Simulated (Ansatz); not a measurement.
The starting structures come from a database of crystals and need not be the phases stable at ambient conditions.

The decay constant κ of evanescent states in the gap governs leakage through a thin film.

Here is the system:

```
CELL_PARAMETERS angstrom
      3.66845     0.00000     0.00000
     -1.83422     3.17697     0.00000
      0.00000     0.00000    11.65269
ATOMIC_POSITIONS crystal
  Sn 0.33333 0.66667 0.62508
  Sn 0.66667 0.33333 0.12508
  S  0.66667 0.33333 0.75188
  S  0.33333 0.66667 0.25188
  S  0.00000 0.00000 0.99804
  S  0.00000 0.00000 0.49804
```

The cell was relaxed by PBE-D3(BJ); by PBEsol it stands under a pressure of -0.6 GPa.

Transport runs along the normal of the first two printed cell vectors, the (001) plane of the conventional cell.

The gap is the functional's own. No spin-orbit coupling. Mid-gap values are those at the computed energy nearest the middle.

Question: Give the band gap and the smallest decay constant κ at mid-gap that PBEsol (Ansatz, a first-principles code) yields.

Answer: Gap 0.98 eV on a 12×12×4 mesh; κ = 0.116 1/Å, at the zone centre.
